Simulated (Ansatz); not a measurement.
Input and output of a zone-centre phonon calculation for NaCd2 (Fd-3m, 6 atoms in the cell) (Ansatz, a quantum-chemistry and plane-wave program).

Level of theory: PBE (plane waves, PAW; Ansatz).

```
CELL_PARAMETERS angstrom
      0.00000     4.28835     4.28835
      4.28835     0.00000     4.28835
      4.28835     4.28835     0.00000
ATOMIC_POSITIONS crystal
  Cd 0.12500 0.12500 0.12500
  Cd 0.62500 0.12500 0.12500
  Cd 0.12500 0.62500 0.12500
  Cd 0.12500 0.12500 0.62500
  Na 0.75000 0.75000 0.75000
  Na 0.50000 0.50000 0.50000
```

Reference input (self-consistent single point, DFT, PBE, plane waves, default PAW files): basis.ecutwfc = 420 eV; kpoints.mp_grid.grid = 5 5 5; hamiltonian.xc = pbe; hamiltonian.pseudopotentials = {kind: paw} (the program's default PAW files); scf.occupations.method = gaussian; scf.occupations.width = 0.136 eV. This run's input differs from it in these lines:

Ansatz 0.2 input:
```diff
@@ -13,3 +13,3 @@
 basis:
-  ecutwfc: 420.0 eV
+  ecutwfc: 295.0 eV
 kpoints:
@@ -21,6 +21,4 @@
   occupations: { method: gaussian, width: 0.136 eV }
-output:
-  forces: true
-  eigenvalues: true
-  stress: true
+phonons:
+  method: dfpt
```

Log, with long lists cut:

```
SCF iter   1: F=—  HF=-35990.708222 eV  |F-HF|=—  |Δ(HF+E_count)|=         —  Δρ=6.39e-3  dr2=2.41e-2  ethr=1.77e-3  ⟨swp⟩=6.5  Hψ=7819  notcnv=0  defer=10
all-band conjugate gradients solve this SCF's bands
preconditioner: auto → LDOS
SCF iter   2: F=—  HF=-35990.714801 eV  |F-HF|=—  |Δ(HF+E_count)|=   6.58e-3  Δρ=5.88e-3  dr2=3.74e-2  ethr=2.46e-5  ⟨swp⟩=2.0  Hψ=4570  notcnv=0  defer=13
   [... lines left out ...]
SCF iter   5: F=—  HF=-35990.700584 eV  |F-HF|=—  |Δ(HF+E_count)|=   1.70e-5  Δρ=6.20e-5  dr2=5.02e-6  ethr=5.13e-8  ⟨swp⟩=2.0  Hψ=3451  notcnv=0  defer=13
SCF iter   6: F=—  HF=-35990.700571 eV  |F-HF|=—  |Δ(HF+E_count)|=   1.32e-5  Δρ=7.13e-6  dr2=5.86e-8  ethr=5.12e-9  ⟨swp⟩=2.0  Hψ=3468  notcnv=0  defer=13
SCF iter   7: F=—  HF=-35990.700571 eV  |F-HF|=—  |Δ(HF+E_count)|=   6.96e-8  Δρ=6.18e-7  dr2=3.71e-10  ethr=5.98e-11  ⟨swp⟩=2.0  Hψ=3399  notcnv=0  defer=13
SCF iter   8: F=-35990.700571 eV  HF=-35990.700571 eV  |F-HF|=2.91e-11  |Δ(HF+E_count)|=  8.15e-10  Δρ=8.21e-8  dr2=8.14e-12  ethr=1.00e-12  ⟨swp⟩=8.2  Hψ=11690  notcnv=0
SCF 1 converged in 8 iterations: F = -35990.700571 eV  dr2 = 8.14e-12
DFPT response loops at Γ: preconditioner auto → Kerker (q_TF=auto, 2.520 Å⁻¹) (partly filled bands, converged f_vac=0.036) …
Free energy (F): -35990.700571 eV
Internal energy: -35990.680607 eV  (E = F + TS)
E sigma→0 (E₀):  -35990.690589 eV
Entropy (-TS):   -0.019965 eV (-3.327 meV/atom)
Fermi energy:    8.858719 eV
--- Phonons (Γ-DFPT): 2 representative perturbations + reference, on 39 of 125 k-points (Σ response iterations 8) ---
  k mesh reduced under 2 symmetry operations, with k and −k counted as one. Each operation leaves every solved perturbation unchanged …
  ASR residual: 2.079e-5 → 0.000e0 eV/Å²; symmetrization residual: 2.955e-6 eV/Å²
  ASR residual per site (eV/Å²): 2.08e-5 2.08e-5 2.08e-5 2.08e-5 7.43e-6 7.43e-6
  Γ frequencies (cm⁻¹): 0.00 0.00 0.00 43.58 43.58 43.58 71.87 71.87 90.94 90.94 90.94 111.50 111.50 111.50 120.85 120.85 120.85 155.92
  non-analytic LO–TO correction: not included (Born effective charges unavailable; polar crystals: no LO–TO splitting at Γ)
```

The run converged in 8 iterations. 

Summary of the result:
```
Item                                                                                                                           Value
--------------------------------------------------------  --------------------------------------------------------------------------
Free energy E − TS (on the zero of these files)                                                                       -35990.7006 eV
Fermi level (on the code's own zero)                                                                                         8.86 eV
Zone-centre frequencies (cm⁻¹; negative means imaginary)  0, 0, 0, 44, 44, 44, 72, 72, 91, 91, 91, 112, 112, 112, 121, 121, 121, 156
```

The starting cell was generated: these elements placed on a structure prototype, without a prior relaxation; it need not be a known phase or ordering of this composition. The cutoff lies below the one recommended for these files.

Cost on one core of a shared machine: roughly 70 s.
